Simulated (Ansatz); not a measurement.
What strain tensor (xx, yy, zz, yz, xz, xy) = (−1.43, −1.54, +1.42, +0.56, −0.31, +1.03) % does to hypothetical CsCl type InP

Base system: InP in the CsCl type structure (space group Pm-3m, No. 221; a = 3.4494 Å; a hypothetical phase, not in the database extracts checked; relaxed with 0.1 eV smearing). Axes: x, y, z lie along the cube axes.

The change: strain tensor (xx, yy, zz, yz, xz, xy) = (−1.43, −1.54, +1.42, +0.56, −0.31, +1.03) %; the atoms relax in the strained cell.

Level of theory: plane-wave PAW DFT at the PBE level (Ansatz, a quantum-chemistry and plane-wave program, 420 eV), without spin-orbit coupling. k-mesh 17×17×17 (Γ-centred); smearing 0.1 eV (Fermi–Dirac).

```csv
quantity,base,changed,shift
volume per atom,20.52 Å³,20.20 Å³,-0.325 Å³
energy relative to the base (free energy F),0 meV/atom,+1.9 meV/atom,+1.9 meV/atom
"pressure (mean of the normal stresses, compression positive)",0.0 GPa,1.1 GPa,+1.1 GPa
band gap,zero,zero,–
"stress (xx, yy, zz, yz, xz, xy; compression positive)",–,"(1.2, 1.2, 0.8, -0.1, 0.1, -0.2) GPa",–
```

Stability against distortions was not tested. All final runs are without spin polarisation.
